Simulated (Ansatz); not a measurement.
Start from Li in the bcc (W type) structure (space group Im-3m, No. 229; a = 3.4352 Å; relaxed with 0.1 eV smearing).

Level of theory: PBE (Ansatz, a program for electronic structure, PAW, no SOC).

Strains are applied to the cell and any free atomic positions relax.

One change was made to it. Results:

| quantity | base | after |
|---|---|---|
| pressure | 0.0 GPa | -0.2 GPa |
| energy relative to the base (free energy F) | 0 meV/atom | +0.2 meV/atom |

Problem. Which change produced these results?
A. isotropic strain +3.00 %
B. isotropic strain +2.00 %
C. isotropic strain +0.50 %

Solution. C, isotropic strain +0.50 %. For comparison, the energy relative to the base in the other runs: isotropic strain +3.00 % gives +6.6 meV/atom; isotropic strain +2.00 % gives +3.0 meV/atom.

Stability against distortions was not tested.
